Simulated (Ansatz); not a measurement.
The parent structure is CdTe in the zinc blende structure (space group F-43m, No. 216; a = 6.5578 Å).

All numbers come from Kohn–Sham DFT with the r2SCAN functional, run in Ansatz (a quantum-chemistry and plane-wave program) with PAW and 500 eV plane waves, without spin-orbit coupling.

Strains are applied to the cell and any free atomic positions relax.

One change was made to it. Results:

The valley order (the lowest conduction-band minima on the path, energy above the VBM, named in the base's zone) becomes Γ 1.12 eV; L along ⟨111⟩ 2.19 eV (base: Γ 1.17 eV; L along ⟨111⟩ 2.20 eV); the width of the top valence band falls by 0.06 eV, from 2.09 eV to 2.03 eV; the energy goes up by 1.0 meV/atom.

Q: What was done to the base?
A) isotropic strain +1.00 %
B) isotropic strain +2.50 %
C) isotropic strain +0.50 %
D) isotropic strain +3.00 %
E) isotropic strain +2.00 %

A: C, isotropic strain +0.50 %. For comparison, the valley order in the other runs: isotropic strain +1.00 % gives Γ 1.07 eV; L along ⟨111⟩ 2.17 eV; isotropic strain +3.00 % gives Γ 0.89 eV; L along ⟨111⟩ 2.09 eV; isotropic strain +2.00 % gives Γ 0.98 eV; L along ⟨111⟩ 2.13 eV; isotropic strain +2.50 % gives Γ 0.93 eV; L along ⟨111⟩ 2.11 eV.

With Te present, leaving out spin-orbit coupling can change the band edges. The levels and masses belong to the bands next to the band gap. No phonon test of stability was made.
